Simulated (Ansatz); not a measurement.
Worked example: relaxation of the atoms of Zn3FeS4 (R3m, 8 atoms in the cell) in Ansatz (a program for electronic structure).

Computed with LDA (PW92), default PAW files made with PBE (plane waves; Ansatz).

```
CELL_PARAMETERS angstrom
      1.91745     1.10704    12.56759
     -1.91745     1.10704    12.56759
      0.00000    -2.21409    12.56759
ATOMIC_POSITIONS crystal
  Zn 0.00004 0.00004 0.00004
  Zn 0.75006 0.75006 0.75006
  Zn 0.50008 0.50008 0.50008
  Fe 0.25011 0.25011 0.25011
  S  0.06248 0.06248 0.06248
  S  0.81247 0.81247 0.81247
  S  0.56276 0.56276 0.56276
  S  0.31202 0.31202 0.31202
```
Moments meant for the start (each program seeds them in its own way; μB, in the order of the atoms Zn Zn Zn Fe S S S S): 0.0 0.0 0.0 4.0 0.0 0.0 0.0 0.0.

Reference input (self-consistent single point, DFT, LDA (PW92), plane waves, default PAW files made with PBE): kpoints.mp_grid.grid = 7 7 7; hamiltonian.xc = lda; hamiltonian.pseudopotentials = {kind: paw} (the program's default PAW files); magnetization.spin_polarized = true; scf.occupations.method = methfessel_paxton; scf.occupations.width = 0.0037 Ry. This run's input differs from it in these lines:

```diff
@@ -24,2 +24,3 @@
   occupations: { method: methfessel_paxton, width: 0.0037 Ry }
+relax: {}
 output:
```

Output, abridged:

```
   [... SCF lines of the steps left out ...]
relax step   1: F+E_penalty+E_count = -17641.43001951 eV  Δ(F+E_penalty+E_count) = +0.000e0 eV  max|allowed force component| = 1.578e-1 eV/Å  Δτ_max = 0.0000 Å  (22 SCF iters, dr2 threshold 2.50e-6 eV, accepted)
relax step   2: F+E_penalty+E_count = -17641.43399392 eV  Δ(F+E_penalty+E_count) = -3.974e-3 eV  max|allowed force component| = 1.041e-1 eV/Å  Δτ_max = 0.0153 Å  (9 SCF iters, dr2 threshold 1.56e-6 eV, accepted)
relax step   3: F+E_penalty+E_count = -17641.43626093 eV  Δ(F+E_penalty+E_count) = -2.267e-3 eV  max|allowed force component| = 2.379e-2 eV/Å  Δτ_max = 0.0193 Å  (11 SCF iters, dr2 threshold 6.77e-7 eV, accepted)
relax step   4: F+E_penalty+E_count = -17641.43632266 eV  Δ(F+E_penalty+E_count) = -6.173e-5 eV  max|allowed force component| = 1.049e-2 eV/Å  Δτ_max = 0.0030 Å  (8 SCF iters, accepted)
relax step   5: F+E_penalty+E_count = -17641.43634506 eV  Δ(F+E_penalty+E_count) = -2.240e-5 eV  max|allowed force component| = 3.205e-3 eV/Å  Δτ_max = 0.0018 Å  (8 SCF iters, accepted)
the relaxation is at rest under the 6 symmetry operations that the run kept from its start: a minimum is not shown …
the relaxation's final electronic state is not compared with the one that a single-point calculation of its input finds at the relaxed geometry …
Stability not checked (fill_not_monotonic)
Magnetization: 3.6677 μB (39.8338 up, 36.1662 down)
   [... lines left out ...]
Absolute magnetization: 3.6726 μB (∫|ρ↑−ρ↓|, with the PAW one-centre terms)
Free energy (F): -17641.436345 eV
Fermi energy:    6.681200 eV
   [... lines left out ...]
    - { symbol: S, position: [0.06230047844329988, 0.06230047844329988, 0.06230047844329988] }
    - { symbol: S, position: [0.812886128239097, 0.812886128239097, 0.812886128239097] }
    - { symbol: S, position: [0.5637147125460373, 0.5637147125460373, 0.5637147125460373] }
    - { symbol: S, position: [0.3111512755434006, 0.3111512755434006, 0.3111512755434006] }
```

The run converged. 

Summary of the result:
```
Quantity                                                  Value
-----------------------------------------------  --------------
Free energy E − TS (on the zero of these files)  -17641.4363 eV
Fermi level (on the code's own zero)                    6.68 eV
Pressure                                              -6.79 GPa
Largest force (vector length)                        0.003 eV/Å
Size of the cell's spin moment                          3.67 μB
Relaxation steps                                              5
```

The starting cell comes from a database of computed structures (which also holds hypothetical and non-ambient phases and stackings), without a prior relaxation at this level. With one magnetic atom in the cell only a parallel order is possible. The relaxation keeps the symmetry of its start, so its end need not be a minimum. Ansatz's pressure includes its estimate of the finite-basis (Pulay) stress.

Cost on one core of a shared machine: roughly 4 min.

Keys are those of Ansatz 0.2.
